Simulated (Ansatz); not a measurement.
The parent structure is CaO in the zinc blende structure (space group F-43m, No. 216; a = 5.244 Å; a hypothetical phase, not in the database extracts checked). Axes: x, y, z lie along the cube axes.

(Cell as relaxed with PBE.)

Levels (all Ansatz, a quantum-chemistry and plane-wave program, PAW): PBE (420 eV, spin-orbit coupling left out); r2SCAN (500 eV, no spin-orbit coupling).

Each level relaxes its own structure.

```
base                      PBE    r2SCAN
-------------------  --------  --------
volume per atom      18.02 Å³  17.71 Å³
lattice parameter a   5.244 Å   5.213 Å
band gap              3.27 eV   3.76 eV
```

Now apply this change: biaxial strain −0.81 %, plane normal [111], relaxed out of plane (Cartesian); in-plane vectors clamped, the third vector and the atoms free.

| quantity | PBE | r2SCAN |
|---|---|---|
| smallest direct gap | 3.90 eV | ? |
| band gap | 3.30 eV | ? |
| shift of the gap caused by the change | +0.02 eV | ? |
| shortest interatomic distance | 2.261 Å | ? |
| pressure (mean of the normal stresses, compression positive) | 0.75 GPa | ? |

Question: Given the PBE results, estimate those of r2SCAN.

Answer: 
- smallest direct gap, r2SCAN: 4.41 eV
- band gap, r2SCAN: 3.78 eV
- shift of the gap caused by the change, r2SCAN: +0.02 eV
- shortest interatomic distance, r2SCAN: 2.248 Å
- pressure (mean of the normal stresses, compression positive), r2SCAN: 0.78 GPa

PBE's smallest direct gap lies 0.51 eV below r2SCAN's; PBE's band gap lies 0.485 eV below r2SCAN's; PBE's shortest interatomic distance lies 0.013 Å above r2SCAN's (0.6 %); the two agree on the shift of the gap caused by the change. Neither level is exact; r2SCAN is the comparison here, not a measurement.

Whether these cells are dynamically stable was not tested.
